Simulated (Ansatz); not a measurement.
## metastable zinc-blende GaN: the defect Si on the Ga site

Level of theory: PBE, PAW (plane waves to 420 eV; Ansatz, a first-principles code). A 2×2×2 supercell of 64 sites was used; the energies come from a 2×2×2 shifted sampling of its zone. Site at the start: the Ga site. Energies of charged states are corrected for periodic images (point charge plus alignment at distant sites). Dielectric constants: PBE linear response of the host. Host gap at this level: 1.54 eV. A cell of this size leaves errors of a few tenths of an eV. The semilocal functional narrows the gap, so deep levels can fall outside it. Spin–orbit coupling is left out. Each state is the lowest found from its start.

Formation energies E_f are given with the Fermi level at the valence-band maximum. Chemical conditions: Ga-rich (Δμ(Ga) = 0.00 eV, Δμ(Si) = -1.31 eV, bounded by beta Si3N4; only phases computed here count, gases as isolated molecules at 0 K); N-rich (Δμ(Ga) = -0.87 eV, Δμ(Si) = -2.47 eV, bounded by beta Si3N4; only phases computed here count, gases as isolated molecules at 0 K). Reference phases: Ga: alpha gallium, Si: silicon.

```json
[
 {"charge": "+1", "moment (μB)": "not spin-polarised", "largest move off a lattice site (Å)": "0.17", "image correction with alignment (eV)": "0.11", "E_f, Ga-rich (eV)": "-1.30", "E_f, N-rich (eV)": "-1.01"},
 {"charge": "0*", "moment (μB)": "fractional", "largest move off a lattice site (Å)": "0.17", "image correction with alignment (eV)": "–", "E_f, Ga-rich (eV)": "–", "E_f, N-rich (eV)": "–"},
 {"charge": "−1*", "moment (μB)": "not spin-polarised", "largest move off a lattice site (Å)": "0.17", "image correction with alignment (eV)": "–", "E_f, Ga-rich (eV)": "–", "E_f, N-rich (eV)": "–"}
]
```

* At this level the carrier isn't localised at the defect: at charge 0 electrons occupy the conduction band; at charge −1 electrons occupy the conduction band. Such a state is shallow or no state of the defect, and this cell gives it no level.

No other site or start that was run ended lower by more than 0.1 eV.
